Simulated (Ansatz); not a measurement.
Here is the system:

End structure of a constructed model of the (110) surface of bcc Nb (in the relaxation 1 Nb–Nb bonds formed), a layer of Cr in place of the second plane (bottom of the slab: a bare face, its two planes held):

```yaml
crystal:
  lattice:
    - [2.86732, 0.00000, 0.00000]
    - [-0.95577, 2.70334, 0.00000]
    - [0.00000, 0.00000, 27.50000]
  atoms:
    - { symbol: Nb, position: [0.50000, 0.50000, 0.29262] }
    - { symbol: Nb, position: [0.00000, 0.00000, 0.37776] }
    - { symbol: Nb, position: [0.50000, 0.50000, 0.46298] }
    - { symbol: Nb, position: [0.00000, 0.00000, 0.54776] }
    - { symbol: Cr, position: [0.50000, 0.50000, 0.62105] }
    - { symbol: Nb, position: [0.00000, 0.00000, 0.68862] }
```

Slab: 6 atoms, 11.4 Å thick at the start; k 14x14x1, smearing 0.1 eV, dipole-corrected; 2 atoms held, the rest relaxed; held to the start's symmetry, so lower structures may exist; spin-polarised, no spin-orbit, no U. The starting moment vanished. It is one candidate, not shown to be the stable structure of the face.

Task: Predict the work function of the top face from PBE (Ansatz, a first-principles code).

Result: 4.44 eV
